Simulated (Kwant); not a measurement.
Model system: wire with an antidot in a InAs two-dimensional gas. Effective mass 0.023 mₑ, grid spacing 6.7 nm, hard walls, nominal width 200 nm (29 grid rows, so walls 201 nm apart), one parabolic valley, scattering region 600 nm long along x; energies count from the band bottom; Fermi energy 0.00217 eV. Hard-wall hole of radius 37 nm, 20 nm off the axis. Perpendicular field swept from 0 to 0.52 T, also in the leads; orbital effect alone.

Constants are typed, rounded textbook-type inputs, not results; the design itself was drawn at random and stands for no fabricated device.

Model: effective-mass tight-binding model on a square grid, one spin, coherent transport at 0 K (Kwant). Conductance is in e²/h.

Sweep values stay those of the base run.

The effective mass was swept, all else fixed.

```csv
effective mass (mₑ),G (e²/h) at B = 0.2562 T,G (e²/h) at B = 0.3844 T,G (e²/h) at B = 0.1281 T,mean G (e²/h) over the sweep
0.014,0.021,0.015,0.020,0.017
0.018,0.10,0.080,0.13,0.12
0.023,0.60,0.43,0.60,0.52
0.03,0.90,0.94,0.91,0.91
```

From the first row to the last the G at B = 0.2562 T goes from 0.021 to 0.90. From the first row to the last the G at B = 0.3844 T goes from 0.015 to 0.94.
